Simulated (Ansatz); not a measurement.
# fcc Cu: the defect O interstitial

The numbers are results of PBE, PAW (plane waves to 420 eV; Ansatz, a first-principles code), not measurements. Set-up: 32-site cell; 6×6×6 shifted k-points; start: void with 6Cu nearest; no Hubbard U; not converged in cell size; the relaxation kept the symmetry of the starting site; relaxed from one start, so a lower configuration may exist.

Neighbours after relaxation, in Å: of the O atom: Cu 1.99, Cu 1.99, Cu 1.99, Cu 1.99, Cu 1.99, Cu 1.99.

Formation energies E_f are those of the neutral cell. Chemical conditions: impurity bounded by its compound with the host (Δμ(O) = -1.18 eV, bounded by cuprite; only phases computed here count, gases as isolated molecules at 0 K). Reference phases: O: O2 molecule in a box.

The name describes the start; the neighbours show where the added atom ended.

| charge | moment (μB) | point group | largest move off a lattice site (Å) | E_f, impurity bounded by its compound with the host (eV) |
|---|---|---|---|---|
| 0 | not spin-polarised | Oh | 0.17 | 1.62 |

Point groups are those of the whole cell at tolerances of 0.03 and 0.1 Å ("near" where only the looser one holds); none is given for unsettled states.
